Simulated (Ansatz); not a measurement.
Cost and result by functional for the adsorption energy of H2O on the 1x1 (110) surface of bcc Ta, one in a 2x2 cell, started at the site 'bridge Ta-Ta (span 2.9 Å)', in Ansatz (plane waves, PAW). Single points on the PBE structure, on one kind of machine; costs are rough ratios of the slab run's core time (references not counted) to the cheapest single point. r2SCAN's cost holds its higher cutoff (500 against 420 eV). Differences are taken against r2SCAN for comparison alone: no measured value is at hand, so the table doesn't rank accuracy.

Model: 19-atom slab, 6.8 Å thick at the start under the adsorbate (thin: gaps and levels are the slab's own), 5x5x1 mesh, Fermi-Dirac 0.1 eV, dipole correction, 8 atoms held, the rest relaxed; no symmetry held; no spin, no spin-orbit, no U, no dispersion correction. At the end it is bonded to Ta. In PBE it is, or lies within 0.03 eV of, the lowest of the starts that converged. These notes are the PBE run's. Adsorption energies are against H2O(g). A negative adsorption energy means that the adsorbate is more stable on the surface than in its reference.

```tsv
functional	relative cost	adsorption energy (eV)	less r2SCAN (eV)
RPBE	1	-0.30	0.33
r2SCAN	2	-0.63	0.00
PBE (the relaxed run's value)	–	-0.51	0.12
```

The values span 0.33 eV, while the single points' costs differ by a factor of roughly 2. Differences are of unrounded values.

Ansatz is an electronic-structure program.
